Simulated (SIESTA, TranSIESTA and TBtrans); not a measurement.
**Pd chain with one C atom inserted**

Junction: Pd chain with one C atom inserted. Leads: straight Pd chain, spacing 2.65 Å. Geometry: 3 atoms about the centre moved by SIESTA (PBE, DZP) to a largest force of 0.02 eV/Å, all others as built, motion along the axis alone.

TranSIESTA and TBtrans, PBE, DZP numerical orbitals (energy shift 0.15 eV), PseudoDojo norm-conserving scalar-relativistic potentials, mesh cutoff 200 Ry, 300 K, spin-polarised (collinear), no spin-orbit coupling; self-consistent non-equilibrium Green functions.

| Quantity | Result |
|---|---|
| Conductance at 300 K (G0 = 2e²/h) | 1.05 |
| Mean T from −0.5 to 0.5 eV | 0.95 |
| Spin polarisation of the conductance, (up − down)/(up + down) | -0.07 |

Energies count from the leads' Fermi level. Transmissions are for each spin. The energy step is 0.01 eV; narrower resonances are cut or missed.

| E (eV) | T up | T down | lead channels up | down |
|---|---|---|---|---|
| -1.95 | 1.02 | 0.96 | 3 | 1 |
| -1.80 | 0.86 | 0.70 | 3 | 1 |
| -1.65 | 0.56 | 0.42 | 3 | 3 |
| -1.50 | 0.34 | 0.26 | 3 | 3 |
| -1.35 | 0.23 | 0.19 | 3 | 3 |
| -1.20 | 0.18 | 0.16 | 3 | 3 |
| -1.05 | 0.17 | 0.16 | 3 | 3 |
| -0.90 | 0.18 | 0.16 | 3 | 3 |
| -0.75 | 0.23 | 0.17 | band edge | 3 |
| -0.60 | 0.32 | 0.18 | band edge | 3 |
| -0.45 | 0.80 | 0.19 | 4 | band edge |
| -0.30 | 1.55 | 1.10 | 4 | band edge |
| -0.15 | 1.00 | 1.14 | 1 | band edge |
| 0.00 | 0.98 | 1.12 | 1 | 4 |
| 0.15 | 0.97 | 1.07 | 1 | 4 |
| 0.30 | 0.99 | 0.97 | 1 | band edge |
| 0.45 | 1.00 | 0.99 | 1 | 1 |
| 0.60 | 0.98 | 0.99 | 1 | 1 |
| 0.75 | 0.93 | 0.97 | 1 | 1 |
| 0.90 | 0.87 | 0.93 | 1 | 1 |
| 1.05 | 0.80 | 0.86 | 1 | 1 |
| 1.20 | 0.74 | 0.79 | 1 | 1 |
| 1.35 | 0.68 | 0.71 | 1 | 1 |
| 1.50 | 0.63 | 0.65 | 1 | 1 |
| 1.65 | 0.58 | 0.59 | 1 | 1 |
| 1.80 | 0.54 | 0.54 | 1 | 1 |
| 1.95 | 0.50 | 0.50 | 1 | 1 |

The magnetic order of the leads was set by the start, and no other order was tried; the separate lead runs end at 0.74 (left) and 0.74 (right) μB an atom. The straight chain is held at its spacing; free chains may zigzag or dimerise.
